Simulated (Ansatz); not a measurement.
The starting structures come from a database of crystals and need not be the phases stable at ambient conditions.

 Where the default PAW files enter, the runs use the earlier of Ansatz's two default sets.

The decay constant κ of evanescent states in the gap governs leakage through a thin film.

Given:

```
CELL_PARAMETERS angstrom
      3.47200     0.00000     0.00000
      0.00000     6.72066     0.00000
      1.73600    -1.78211     4.29124
ATOMIC_POSITIONS crystal
  Mg 0.00000 0.50000 0.00000
  V  0.80938 0.15358 0.38124
  V  0.19062 0.84642 0.61876
  O  0.30844 0.06282 0.38312
  O  0.69156 0.93718 0.61688
  O  0.03385 0.78087 0.93230
  O  0.96615 0.21913 0.06770
  O  0.65322 0.38748 0.69356
  O  0.34678 0.61252 0.30644
```

Space group of this cell: C2/m. The cell is taken as given; by r2SCAN its mean pressure is -2.5 GPa.

Transport runs along the normal of the first two printed cell vectors.

The gap is the functional's own, uncorrected, and κ follows it; spin-orbit coupling is left out. Mid-gap values are interpolated between the computed energies.

Problem. Predict the band gap and the smallest decay constant κ at mid-gap from r2SCAN run with Ansatz (a program for electronic structure).

Solution. Gap 2.87 eV on a 10×6×10 mesh; κ = 0.398 1/Å, at (0.500, 0.500) of the in-plane reciprocal vectors. At the zone centre, at the nearest computed energy, the slowest state has κ = 0.45 1/Å.
